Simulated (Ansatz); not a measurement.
Input and output of a self-consistent single point for Ga (Cm, 4 atoms in the cell) (Ansatz, an electronic-structure program)

Computed with PBEsol, default PAW files made with PBE (plane waves; Ansatz).

Input as run:

Ansatz 0.2 input:
```yaml
crystal:
  lattice:
    - [2.248700, -3.810850, 0.000000]
    - [2.248700, 3.810850, 0.000000]
    - [0.000000, 0.000000, 4.507350]
  atoms:
    - { symbol: Ga, position_ang: [2.248700, 2.630249, 4.192255] }
    - { symbol: Ga, position_ang: [2.248700, 1.180601, 1.888580] }
    - { symbol: Ga, position_ang: [2.248700, -1.180601, 2.618770] }
    - { symbol: Ga, position_ang: [2.248700, -2.630249, 0.365095] }
basis:
  ecutwfc: 420.0
kpoints:
  mp_grid:
    grid: [7, 7, 5]
hamiltonian:
  xc: pbesol
  pseudopotentials:
    kind: paw
scf:
  occupations:
    method: gaussian
    width: 0.1
output:
  forces: true
  eigenvalues: true
  stress: true
```

The program printed (abridged):

```
WARN ansatz: RAYON_NUM_THREADS=1 ignored (pool sized by the plan → 1); use --threads N
Pseudopotentials: kind: paw
Pseudopotential: Ga, paw, valence charge 13
Crystal: 4 atoms, lattice volume = 77.251 Å³
Basis set: ecut = 420 eV, 1517 PW (Γ), exchange–correlation on 60×60×64 points (8 copies of the dense FFT grid, shifted against one another)
Bands: 32, of which v1, the nominal top of the filled ones, is band 26 counted from 1 (25 counted from 0)
Symmetry: 2 space group operations
Space group: Cm (ITA 8), of the structure as read, at distance tolerance 4.3e-5 Å
k-points: 72 of 245 (time reversal used)
PAW frozen core: Ga, regenerated for the run's functional, and the local potential with it
Initial density: superposition of atomic densities (neutral atoms: chi_scale 0, normalization atom), corrected by the library's trained network
Initial wavefunctions: pseudopotential atomic-orbital guess
Eigensolver: davidson
Functional: x = pbesol(κ = 0.804, μ = 0.12345679012345678), c = pbesol(β = 0.046)
SCF iter   1: F=—  HF=-14972.797480 eV  |F-HF|=—  |Δ(HF+E_count)|=         —  Δρ=2.11e-3  dr2=3.76e-3  ethr=1.77e-3  ⟨swp⟩=5.6  Hψ=8781  notcnv=0
all-band conjugate gradients solve this SCF's bands
preconditioner: auto → Kerker (q_TF=auto, 2.554 Å⁻¹)
SCF iter   2: F=—  HF=-14972.793453 eV  |F-HF|=—  |Δ(HF+E_count)|=   4.03e-3  Δρ=1.25e-3  dr2=1.57e-3  ethr=7.22e-6  ⟨swp⟩=2.0  Hψ=4374  notcnv=0
SCF iter   3: F=—  HF=-14972.793158 eV  |F-HF|=—  |Δ(HF+E_count)|=   2.96e-4  Δρ=4.29e-4  dr2=3.09e-4  ethr=3.02e-6  ⟨swp⟩=2.6  Hψ=4103  notcnv=0
SCF iter   4: F=—  HF=-14972.793105 eV  |F-HF|=—  |Δ(HF+E_count)|=   5.29e-5  Δρ=1.54e-4  dr2=3.89e-5  ethr=5.93e-7  ⟨swp⟩=3.0  Hψ=4121  notcnv=0
SCF iter   5: F=—  HF=-14972.793098 eV  |F-HF|=—  |Δ(HF+E_count)|=   6.83e-6  Δρ=2.03e-4  dr2=1.55e-5  ethr=7.48e-8  ⟨swp⟩=2.0  Hψ=4087  notcnv=0
SCF iter   6: F=—  HF=-14972.793088 eV  |F-HF|=—  |Δ(HF+E_count)|=   9.65e-6  Δρ=4.29e-5  dr2=1.03e-6  ethr=2.99e-8  ⟨swp⟩=2.0  Hψ=3649  notcnv=0
SCF iter   7: F=—  HF=-14972.793088 eV  |F-HF|=—  |Δ(HF+E_count)|=   5.38e-7  Δρ=3.08e-5  dr2=3.45e-7  ethr=1.98e-9  ⟨swp⟩=2.0  Hψ=4086  notcnv=0
SCF iter   8: F=—  HF=-14972.793088 eV  |F-HF|=—  |Δ(HF+E_count)|=   8.19e-8  Δρ=1.87e-5  dr2=1.30e-7  ethr=6.63e-10  ⟨swp⟩=2.0  Hψ=3645  notcnv=0
SCF iter   9: F=-14972.793087 eV  HF=-14972.793087 eV  |F-HF|=1.57e-8  |Δ(HF+E_count)|=   7.04e-8  Δρ=4.80e-6  dr2=9.79e-9  ethr=1.92e-10  ⟨swp⟩=7.1  Hψ=9600  notcnv=0
SCF 1 converged in 9 iterations: F = -14972.793087 eV  dr2 = 9.79e-9
SCF converged after 9 iterations
Free energy (F): -14972.793087 eV
Harris-Foulkes:  -14972.793087 eV  (|F-HF|=1.57e-8)
Internal energy: -14972.787777 eV  (E = F + TS)
E sigma→0 (E₀):  -14972.790432 eV
Entropy (-TS):   -0.005310 eV (-1.328 meV/atom)
Fermi energy:    9.132434 eV
--- Per-component energies (eV) ---
  E_band       = -177.868546
  E_kinetic    = 462.303090
  E_local      = -7556.964666  (includes V_loc(G=0)·N_el)
  E_nonlocal   = 1695.364902
  E_hartree    = 3541.900838
  E_xc         = -275.715968
  E_vxc        = -234.114960  (∫ρ·V_xc dr)
  E_paw        = -7788.107929  (= ΣΔE_a)
  E_vpaw       = -1628.268971  (= ΣTr[D̂ρ^β])
  E_aug_tail   = -0.000417  (compensation charges beyond the density's cutoff)
  E_ewald      = -5055.019538
  E_core_change = 3.451911  (= ΣΔE_core)
  E_smearing   = -0.005310  (= −TS)
  E_closure    = -0.000000  (closes the sum)
  Σ components = -14972.793087   (vs F -14972.793087, Δ=0.00e0)
--- Forces (eV/Å), atoms counted from 1 ---
  atom   1  Ga    -0.00000000    -0.16612041    -0.25340351
  atom   2  Ga     0.00000000     0.10679527     0.13251899
  atom   3  Ga    -0.00000000    -0.11613336     0.08250254
  atom   4  Ga     0.00000000     0.17545823     0.03838215
  max |Σ_I F_I| component: 2.72e-7 eV/Å
--- Stress (GPa, compression-positive) ---
       -0.834144       0.000000      -0.000000
        0.000000      -0.103343      -0.212678
       -0.000000      -0.212678      -1.257552
  P = ⅓ Tr σ = -0.7317 GPa (-7.317 kbar)
  The stress holds the Pulay correction. Without it, at fixed plane waves, as pw.x and ABINIT print it: P = -0.7708 GPa
--- Band table (eV; the first three rows and the last of 72) ---
  k-point 0: bands = ["-6.0453", "-6.0445", "-6.0188", "-5.9918", "-5.9597", "-5.9367", "-5.8843", "-5.8241", "-5.8011", "-5.7876", "-5.7726", "-5.7641", "-5.7610", "-5.7240", "-5.6972", "-5.6372", "-5.5895", "-5.5674", "-5.5563", "-5.4637", [...]
  k-point 1: bands = ["-6.0572", "-6.0249", "-6.0062", "-6.0025", "-5.9589", "-5.9321", "-5.8773", "-5.8719", "-5.8247", "-5.8118", "-5.7553", "-5.7358", "-5.7355", "-5.7138", "-5.7094", "-5.6131", "-5.5883", "-5.5682", "-5.5590", "-5.4773", [...]
  k-point 2: bands = ["-6.0401", "-6.0194", "-6.0120", "-5.9728", "-5.9725", "-5.9517", "-5.9147", "-5.8798", "-5.8268", "-5.8135", "-5.7800", "-5.7416", "-5.7259", "-5.7191", "-5.6238", "-5.5825", "-5.5819", "-5.5718", "-5.5676", "-5.5201", [...]
  k-point 71: bands = ["-6.1098", "-6.0355", "-6.0143", "-6.0117", "-5.9935", "-5.9556", "-5.8893", "-5.8887", "-5.8350", "-5.7885", "-5.7589", "-5.7289", "-5.6964", "-5.6465", "-5.6303", "-5.6098", "-5.6067", "-5.5508", "-5.5448", "-5.5079", [...]
```

The run converged in 9 iterations.

The starting cell has typed, rounded lattice constants, without a prior relaxation at this level. Its lattice was rescaled by up to half a per cent. One atom was moved a little off its site on purpose. Ansatz's pressure includes its estimate of the finite-basis (Pulay) stress.
